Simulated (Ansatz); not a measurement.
**Smallest direct gap on the k points sampled of MgAlNO (model structure, started from the AlSiCN type, P3m1, No. 156, 4 atoms in the cell) at several levels of theory**

No measured value is used here.

| level (code) | value (eV) |
|---|---|
| LDA (Ansatz) | 3.34 |
| PBE (Ansatz) | 3.41 |
| PBEsol (Ansatz) | [?] |
| r²SCAN (Ansatz) | 3.99 |
| G0W0@PBEsol (Ansatz) | 5.34 |

Question: Complete the blanks.

Answer: 
- PBEsol (Ansatz, an electronic-structure program), value (eV): 3.30

Computed values are for a static lattice.  Values are at the PBEsol cell. Cutoffs differ between the levels. Ansatz's density-functional and Hartree–Fock values are scalar-relativistic unless marked +SOC, with PAW data made under PBE.

A model structure was made by putting elements into a prototype or built by hand; it is no filed structure, need not be a known phase, and can be a saddle point held by its symmetry.
